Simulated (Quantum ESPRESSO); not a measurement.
A working Quantum ESPRESSO input for LaS (Pm-3m, 2 atoms in the cell) (DFT, LDA (PZ), plane waves, GBRV 1.5 ultrasoft (LDA) pseudopotentials):

```fortran
&control
  calculation = 'scf',
  prefix = 'las',
  outdir = './work',
  pseudo_dir = './',
  verbosity = 'high',
  tprnfor = .true.,
  tstress = .true.,
/
&system
  ibrav = 0,
  nat = 2,
  ntyp = 2,
  ecutwfc = 40,
  ecutrho = 200,
  occupations = 'smearing',
  smearing = 'gauss',
  degauss = 0.0073499,
/
&electrons
  conv_thr = 1.0d-10,
  mixing_beta = 0.4,
/
ATOMIC_SPECIES
La   138.9055  la_lda_v1.uspp.F.UPF
S     32.0600  s_lda_v1.4.uspp.F.UPF
ATOMIC_POSITIONS angstrom
La    0.0000000000    0.0000000000    0.0000000000
S     1.7877250000    1.7877250000    1.7877250000
K_POINTS automatic
12 12 12  0 0 0
CELL_PARAMETERS angstrom
   3.5754500000     0.0000000000     0.0000000000
   0.0000000000     3.5754500000     0.0000000000
   0.0000000000     0.0000000000     3.5754500000
```

The run converged in 11 iterations: free energy E − TS -1722.3921 eV; Fermi level (on the code's own zero) 12.93 eV; pressure -5.50 GPa. Each of these slips is then made, one at a time:

(1)
```diff
+  input_dft = 'tb09',
```

(2)
```diff
-ATOMIC_POSITIONS angstrom
+ATOMIC_POSITIONS direct
```

(3)
```diff
-  ntyp = 2,
+  ntyp = 3,
```

Question: What happens in each case?

Answer: 
(1) A functional that needs a library missing from this build. The program stopped before any SCF iteration.
```
Error in routine set_dft_from_name (2):
libxc needed for this functional
```

(2) A value that the program does not know. The program stopped before any SCF iteration.
```
Error in routine read_cards (1):
unknown option for ATOMIC_POSITION: ATOMIC_POSITIONS DIRECT
```

(3) A species count that does not match the list of species. The program stopped before any SCF iteration.
```
Error in routine  card_atomic_species (5010):
cannot read atomic specie from: ATOMIC_POSITIONS angstrom
```

The starting cell comes from a database of computed structures (which also holds hypothetical and non-ambient phases and stackings), without a prior relaxation at this level. In the base run, with a pressure of about -5 GPa the cell is away from its equilibrium volume at this level.

Left out of this page: 4 runs of the series outside the window shown, repeating another row's setting, or not comparable.
